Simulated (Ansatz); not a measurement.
A hypothetical phase is included: elements placed on a structure type, which no database files for this compound.

By r2SCAN, the system below comes out a metal.

Without scattering a metal conducts by its projected Fermi surface.

Consider the following.

```xyz
8
Lattice="3.7295 0.0000 0.0000 0.0000 10.6771 0.0000 0.0000 0.0000 3.7763" Properties=species:S:1:pos:R:3 pbc="T T T"
Ga     2.7971     1.3349     0.9437
Ga     0.9324     4.0036     2.8318
Ga     0.9324     9.3421     2.8327
Ga     2.7971     6.6735     0.9445
As     2.7971     9.3428     0.9446
As     0.9324     6.6728    -0.9435
As     0.9324     1.3343     2.8317
As     2.7971     4.0042     4.7199
```

The cell was relaxed by PBE-D3(BJ); by r2SCAN it stands under a pressure of 0.6 GPa.

The current flows along the normal of the first two printed cell vectors. No spin-orbit coupling; the value is a mean over 0.1 eV about the Fermi level.

Question: Predict the ballistic conductance per area from r2SCAN (Ansatz, an electronic-structure program).

Answer: 1.00 × 10¹⁵ S/m² for both spins.
